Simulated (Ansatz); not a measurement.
## Carrier properties of MgO under load (space group I4/mmm)

Here is the system:

```xyz
2
Lattice="0.0000 2.1058 2.0871 2.1058 0.0000 2.0871 2.1058 2.1058 0.0000" Properties=species:S:1:pos:R:3 pbc="T T T"
Mg     0.0000     0.0000     0.0000
O      2.1058     2.1058     2.0871
```

Level of theory: r2SCAN, rigid bands (plane waves, PAW, scalar-relativistic; Ansatz, an electronic-structure program). Condition of this run: uniaxial stress zz = 2 GPa (compression positive) (the target of the relaxation). Cell: cell and atoms relaxed with r2SCAN, then loaded as said.

| Item | Result |
|---|---|
| band gap | 5.72 eV |
| electron conductivity mass (300 K, dilute) | 0.37 (x), 0.37 (y), 0.38 (z) mₑ |
| hole conductivity mass (300 K, dilute) | 2.3 (x), 2.3 (y), 2.1 (z) mₑ |
| effective density of states N_c (300 K) | 5.8e18 cm⁻³ |
| effective density of states N_v (300 K) | 2.3e20 cm⁻³ |
| density-of-states mass, electrons | 0.38 mₑ |
| density-of-states mass, holes | 4.4 mₑ |
| Seebeck coefficient, n-type 1e19 cm⁻³, 300 K | -179 μV/K |
| best n-type power factor at 300 K for τ = 10 fs (best axis; densities from 1e16 to 1e21 cm⁻³ tried, whether or not they can be reached) | 2.5 μW/(cm·K²) at 3e19 cm⁻³ |
| Seebeck coefficient, p-type 1e19 cm⁻³, 300 K | 499 μV/K |

Rigid bands; masses and Seebeck coefficients take one relaxation time τ for all states and one kind of carrier; polarons and phonon drag are left out. Spin-orbit coupling is left out.
